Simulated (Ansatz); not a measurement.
A computed series for SiO2: pressure series

The reference is SiO$_{2}$ in the rutile structure (space group P4_2/mnm, No. 136; a = 4.195 Å, c = 2.678 Å).

Cell and atoms are relaxed at each pressure.

The values are results of PBEsol, PAW, 420 eV (Ansatz, a program for electronic structure; no spin-orbit coupling), not measurements.

Notes on the quantities. enthalpy: H = E + PV relative to the base's energy.

```tsv
variant	band gap	volume per atom	electron mass	enthalpy
base	5.35 eV	7.85 Å³	0.37 mₑ along c, 0.47 mₑ across (at Γ)	–
pressure −2 GPa	5.25 eV	7.91 Å³	0.36 mₑ along c, 0.47 mₑ across (at Γ)	-0.10 eV/atom
pressure −1 GPa	5.30 eV	7.88 Å³	0.38 mₑ along c, 0.47 mₑ across (at Γ)	-0.05 eV/atom
pressure 0.9 GPa	5.40 eV	7.83 Å³	0.37 mₑ along c, 0.48 mₑ across (at Γ)	+0.04 eV/atom
pressure 2.1 GPa	5.47 eV	7.80 Å³	0.38 mₑ along c, 0.48 mₑ across (at Γ)	+0.10 eV/atom
pressure 4.5 GPa	5.59 eV	7.74 Å³	0.38 mₑ along c, 0.49 mₑ across (at Γ)	+0.22 eV/atom
pressure 9 GPa	5.81 eV	7.63 Å³	0.39 mₑ along c, 0.50 mₑ across (at Γ)	+0.43 eV/atom
pressure 15 GPa	6.10 eV	7.50 Å³	0.39 mₑ along c, 0.52 mₑ across (at Γ)	+0.72 eV/atom
pressure 30 GPa	6.62 eV	7.21 Å³	0.26 mₑ along c, 0.85 mₑ across (at Γ)	+1.41 eV/atom
```

Load acts through the strain it causes; cell and atoms are relaxed under it. Masses are band curvatures over ±0.01 Å⁻¹ around the edge. Whether these cells are dynamically stable was not tested. No other phases were tried under pressure.
